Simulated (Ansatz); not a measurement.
The starting structures come from a database of crystals and need not be the phases stable at ambient conditions.

 Where the default PAW files enter, the runs use the earlier of Ansatz's two default sets.

**Evanescent states of TlI (Pm-3m, CsCl type, not sure to be the ambient phase, 2 atoms a cell, 36.8 Å³ an atom) along the normal of (001)**

The numbers are results of r2SCAN (plane waves, PAW; Ansatz, an electronic-structure program), not measurements.

The gap is the functional's own. No spin-orbit coupling. Mid-gap values are interpolated on the energy grid.

Energies count from the valence-band top; κ is the least over a 8×8 mesh across the current.

| E (eV) | κ (1/Å) | where |
|---|---|---|
| 0.06 | 0.078 | Γ |
| 0.17 | 0.121 | Γ |
| 0.28 | 0.147 | Γ |
| 0.39 | 0.163 | off Γ |
| 0.49 | [?] | off Γ |
| 0.60 | [?] | off Γ |
| 0.71 | [?] | off Γ |
| 0.82 | [?] | off Γ |
| 0.94 | [?] | off Γ |
| 1.04 | [?] | off Γ |
| 1.16 | [?] | off Γ |
| 1.26 | [?] | off Γ |
| 1.38 | [?] | off Γ |
| 1.49 | [?] | off Γ |
| 1.59 | 0.165 | off Γ |
| 1.71 | 0.144 | off Γ |
| 1.81 | 0.114 | off Γ |
| 1.93 | 0.072 | off Γ |

Question: What belongs in the gaps?

Answer: 
- 0.49, κ (1/Å): 0.169
- 0.60, κ (1/Å): 0.174
- 0.71, κ (1/Å): 0.177
- 0.82, κ (1/Å): 0.180
- 0.94, κ (1/Å): 0.181
- 1.04, κ (1/Å): 0.181
- 1.16, κ (1/Å): 0.180
- 1.26, κ (1/Å): 0.178
- 1.38, κ (1/Å): 0.175
- 1.49, κ (1/Å): 0.171
